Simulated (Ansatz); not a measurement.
```
CELL_PARAMETERS angstrom
     28.00000     0.00000     0.00000
      0.00000    11.00000     0.00000
      0.00000     0.00000     2.77803
ATOMIC_POSITIONS crystal
  Ag 0.19864 0.50000 0.00000
  Ag 0.28436 0.50000 0.50000
  Ag 0.37054 0.50000 0.00000
  Ag 0.45683 0.50000 0.50000
  Ag 0.54317 0.50000 0.00000
  Ag 0.62946 0.50000 0.50000
  Ag 0.71564 0.50000 0.00000
  Ag 0.80136 0.50000 0.50000
```

The numbers are results of PBE (plane waves to 420 eV, PAW; Ansatz, a first-principles code), not measurements. Mesh 1×1×108. No spin polarisation. One-dimensional cell, images about 11 Å apart. A hypothetical model. Only distortions within the start's symmetry and period were free. Values not marked SOC lack spin–orbit coupling. Buckling under compression is shut out by symmetry and the short period.

Task: Give the properties of this body.

Result: 
| Item | Value |
|---|---|
| largest distance between nuclei across the axis | 16.88 Å |
| PBE gap | none (under 0.01 eV) |
| crossings of the Fermi level between Γ and the zone edge (49 points) | 6, each for both spins (ideal conductance 6 × 2e²/h) |
| axial stiffness dF/dε | 94 nN |
